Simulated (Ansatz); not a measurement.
Functionals compared on a constructed model of the (100) surface of fcc Al, a pseudomorphic layer of Mn in the host's stacking (bottom of the slab: a bare face, its two planes held), in Ansatz (plane waves, PAW). The structure was relaxed with PBE; the other rows are single points on it. Cutoff 420 eV.

Set-up: 7 atoms, 11.9 Å thick at the start; mesh 13x13x1; 0.1 eV smearing; dipole correction on; 2 atoms held, the rest relaxed; symmetry of the start imposed; spin-polarised, ending with about 3.6 μB a cell; orders that need a larger cell were not tried, no spin-orbit, no U. It is one candidate, not shown to be the stable structure of the face. These notes are the PBE run's. RPBE: The program's check for a lower electronic state was not made.

```tsv
functional	work function of the top face (eV)	magnetic moment of the cell (μB)	rough cost of the single point
PBE	3.94	3.64	–
RPBE	?	3.68	very roughly 27 core-seconds
```

### Question
Fill in the missing entries.

### Answer

- RPBE, work function of the top face (eV): 3.78

Ansatz is a program for electronic structure.
